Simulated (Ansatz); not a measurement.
Start from Re in the hcp (Mg type) structure (space group P6_3/mmc, No. 194; a = 2.775 Å, c = 4.483 Å).

(Cell as relaxed with PBE.)

Levels (all Ansatz, a first-principles code, PAW): PBE (420 eV, without spin-orbit coupling); PBEsol (420 eV, spin-orbit coupling left out).

Each level relaxes its own structure.

```
base                      PBE    PBEsol
-------------------  --------  --------
volume per atom      14.95 Å³  14.55 Å³
lattice parameter a   2.775 Å   2.751 Å
band gap                 zero      zero
```

The change: cell and atoms relaxed at a pressure of 75 GPa.

| quantity | PBE | PBEsol |
|---|---|---|
| lattice parameter a | 2.641 Å | (withheld) |
| band gap | zero | (withheld) |

### Question
Given the PBE results, estimate those of PBEsol.

### Answer

- lattice parameter a, PBEsol: 2.624 Å
- band gap, PBEsol: zero

PBE's lattice parameter a lies 0.017 Å above PBEsol's (0.6 %); the two agree on the band gap. Neither level is exact; PBEsol is the comparison here, not a measurement.

Load acts through the strain it causes; cell and atoms are relaxed under it. No phonon test of stability was made. No other phases were tried under pressure. The final runs are not spin-polarised.
